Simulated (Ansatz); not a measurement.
The reference is Si in the diamond structure (space group Fd-3m, No. 227; a = 5.434 Å).

All numbers come from PBEsol (Ansatz, an electronic-structure program), without spin-orbit coupling.

Strains are applied to the cell and any free atomic positions relax.

One change was made to it. Results:

The pressure rises by 83.5 kbar to 83.4 kbar; the valley order (the lowest conduction-band minima on the path, energy above the VBM, named in the base's zone) changes from a point along ⟨100⟩, about 1.0 Å⁻¹ from Γ 0.47 eV; L along ⟨111⟩ 1.46 eV to a point along ⟨100⟩, about 1.0 Å⁻¹ from Γ 0.32 eV; L along ⟨111⟩ 1.73 eV; the mean gap deformation potential ΔEg/Δln V amounts to +1.9 eV.

Question: Name the change that was made.
(A) isotropic strain −2.50 %
(B) isotropic strain +1.00 %
(C) isotropic strain +2.00 %
(D) isotropic strain −1.00 %

Answer: A, isotropic strain −2.50 %. For comparison, the valley order in the other runs: isotropic strain +1.00 % gives a point along ⟨100⟩, about 1.0 Å⁻¹ from Γ 0.52 eV; L along ⟨111⟩ 1.35 eV; isotropic strain −1.00 % gives a point along ⟨100⟩, about 1.0 Å⁻¹ from Γ 0.41 eV; L along ⟨111⟩ 1.56 eV; isotropic strain +2.00 % gives a point along ⟨100⟩, about 1.0 Å⁻¹ from Γ 0.57 eV; L along ⟨111⟩ 1.25 eV.

No phonon test of stability was made.
